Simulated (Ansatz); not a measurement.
Take LiNbO3 (space group R3c, No. 161) as the base.

```
LiNbO3
1.0
    2.53373     1.46285     4.56243
   -2.53373     1.46285     4.56243
    0.00000    -2.92570     4.56243
Li Nb O
2 2 6
Direct
  0.28114   0.28114   0.28114
  0.78114   0.78114   0.78114
  0.99752   0.99752   0.99752
  0.49752   0.49752   0.49752
  0.10552   0.36572   0.71719
  0.71719   0.10552   0.36572
  0.36572   0.71719   0.10552
  0.21719   0.86572   0.60552
  0.86572   0.60552   0.21719
  0.60552   0.21719   0.86572
```

Cartesian axes are those of the cell as printed.

The values are results of Kohn–Sham DFT with the LDA functional, run in Ansatz (a first-principles code) with PAW and 420 eV plane waves, scalar-relativistic without spin-orbit coupling, not measurements.

Base values:

* **Shortest interatomic distance**: 3.552 bohr

One thing is altered: uniaxial strain ε_xx = +0.75 %, all other strain components held at zero, atoms relaxed at fixed cell.

Problem. What does the calculation give for the energy relative to the base after the change?

Solution. The energy grows by 0.4 meV/atom.

Problem. What does the calculation give for the shortest interatomic distance after the change?

Solution. The shortest interatomic distance stays essentially unchanged (3.552 bohr against 3.549 bohr).

No phonon test of stability was made.
